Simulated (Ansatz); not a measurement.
# A computed series for HgS: pressure series

The parent structure is HgS (space group P3_221, No. 154; a = 4.139 Å, c = 9.408 Å; made of chains).

Cell and atoms are relaxed at each pressure.

The values are results of PBEsol (Ansatz, a quantum-chemistry and plane-wave program), no spin-orbit coupling, not measurements.

Notes on the quantities. enthalpy: H = E + PV relative to the base's energy.

```json
[
 {"change": "base", "band gap": "1.23 eV", "enthalpy": "–", "volume per atom": "23.26 Å³"},
 {"change": "pressure −1 GPa", "band gap": "1.51 eV", "enthalpy": "-0.15 eV/atom", "volume per atom": "24.83 Å³"},
 {"change": "pressure 3 GPa", "band gap": "0.90 eV", "enthalpy": "+0.41 eV/atom", "volume per atom": "21.30 Å³"},
 {"change": "pressure 15 GPa", "band gap": "zero", "enthalpy": "+1.87 eV/atom", "volume per atom": "17.74 Å³"},
 {"change": "pressure 30 GPa", "band gap": "zero", "enthalpy": "+3.46 eV/atom", "volume per atom": "16.33 Å³"},
 {"change": "pressure 50 GPa", "band gap": "zero", "enthalpy": "+5.42 eV/atom", "volume per atom": "15.09 Å³"},
 {"change": "pressure 75 GPa", "band gap": "zero", "enthalpy": "+7.68 eV/atom", "volume per atom": "14.02 Å³"},
 {"change": "pressure 100 GPa", "band gap": "zero", "enthalpy": "+9.76 eV/atom", "volume per atom": "12.77 Å³"}
]
```

A case with no gap was solved on a k-mesh chosen for an insulator, which is coarse for it. From pressure 100 GPa on, the axis ratios lie over 15 % from the base's, so the cell there is far from its starting form. Spin-orbit coupling, missing from the scalar runs, can matter with Hg. Load acts through the strain it causes; cell and atoms are relaxed under it. No phonon test of stability was made. No other phases were tried under pressure. The final runs are not spin-polarised. Along this pressure series the structure jumps between pressure 7 GPa and pressure 15 GPa; cells beyond that are another form of it. No dispersion term is included in the PBEsol runs.
